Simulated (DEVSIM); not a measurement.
Structure: Co/SiO2/n-InP capacitor, at 300 K.

```csv
layer (left to right),material,thickness (nm),Nd (cm⁻³)
1,SiO2,48.0,-
2,InP,2600,5.6e16
```

Metal gate on the left, work function 5 eV. Fixed charge at the semiconductor interface -4.8e10 cm⁻² (in units of +e); no interface traps.

Constants are typed, rounded textbook-type inputs, not results; the design itself was drawn at random and stands for no fabricated device. Values at 300 K.

| parameter | SiO2 | InP |
|---|---|---|
| gap (eV) | 9 | 1.344 |
| affinity (eV) | 0.9 | 4.38 |
| permittivity | 3.9 | 12.5 |
| Nc (cm⁻³) | - | 5.7e17 |
| Nv (cm⁻³) | - | 1.1e19 |

Model (solved in DEVSIM): 1D Poisson equation in equilibrium, Boltzmann statistics, complete ionisation; no quantum confinement or tunnelling. Metal contacts follow the ideal Schottky-Mott rule: no Fermi-level pinning, no interface dipoles.

Base results: flat-band voltage (V) 0.67; capacitance of the dielectric stack (μF/cm²) 0.0719; minimum of the low-frequency capacitance (μF/cm²) 0.0360.

Task: What follows from this one change: gate work function 5 → 4.7 eV?

Result: flat-band voltage 0.67 → 0.37 V; capacitance of the dielectric stack little changed (0.0719 μF/cm²); minimum of the low-frequency capacitance little changed (0.0358 μF/cm²).

Task: What follows from this one change: substrate doping 5.6e+16 → 5.6e+15 cm^-3?

Result: flat-band voltage 0.67 → 0.61 V; capacitance of the dielectric stack little changed (0.0719 μF/cm²); minimum of the low-frequency capacitance 0.0360 → 0.0184 μF/cm².

Task: What follows from this one change: SiO2 thickness 0.048 → 0.041 μm?

Result: flat-band voltage 0.67 → 0.65 V; capacitance of the dielectric stack 0.0719 → 0.0842 μF/cm²; minimum of the low-frequency capacitance 0.0360 → 0.0387 μF/cm².

Task: What follows from this one change: fixed charge -4.8e+10 → -2.88e+11 cm^-2?

Result: flat-band voltage 0.67 → 1.20 V; capacitance of the dielectric stack little changed (0.0719 μF/cm²); minimum of the low-frequency capacitance little changed (0.0358 μF/cm²).

Task: What follows from this one change: interface trap density 0 → 1e+11 cm^-2 eV^-1?

Result: flat-band voltage 0.67 → 0.80 V; capacitance of the dielectric stack little changed (0.0719 μF/cm²); minimum of the low-frequency capacitance 0.0360 → 0.0394 μF/cm².
